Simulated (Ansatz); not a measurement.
Results of r²SCAN+rVV10 (PAW; Ansatz, a program for electronic structure) for CsCl-type CuZn.

Numerical settings: plane-wave cutoff 600 eV, 16×16×16 k mesh, Fermi–Dirac smearing 0.1 eV, finite displacements, no spin polarisation, scalar-relativistic PAW data made under PBE.

Computed at the level's own relaxed cell.

Harmonic phonon frequencies (cm⁻¹; i marks an imaginary mode):

```csv
q point,frequencies
Γ,0 0 0 214 214 214
X,155 155 155 155 166 188
M,37 37 162 170 240 240
R,153 153 153 176 176 176
```

No imaginary mode appears at these points.
